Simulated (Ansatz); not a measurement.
## A computed series for BP: response to strain

Consider BP in the zinc blende structure (space group F-43m, No. 216; a = 4.491 Å). Axes: x, y, z lie along the cube axes.

Strains are applied to the cell and any free atomic positions relax; under biaxial strain the out-of-plane vector relaxes too.

Computed with LDA (Ansatz, a first-principles code; PAW; 420 eV plane waves; no spin-orbit coupling).

| biaxial strain, plane normal [111], relaxed out of plane (%) | out-of-plane strain (%) |
|---|---|
| 0 | 0.00 |
| 0.42 | -0.09 |
| 0.83 | -0.18 |
| 1.25 | -0.26 |
| 1.67 | ? |
| 2.08 | -0.42 |
| 2.5 | -0.50 |

Task: Fit ε⊥ = −νε + γε² (strains in %) to the rows shown and predict the withheld row.

Result: Least squares on the printed values gives ν = 0.22 (the biaxial Poisson response) and γ = 0.008 (largest residual 0.00 %); this predicts -0.34 %, and the run gives -0.34 %, in agreement.

No phonon test of stability was made.
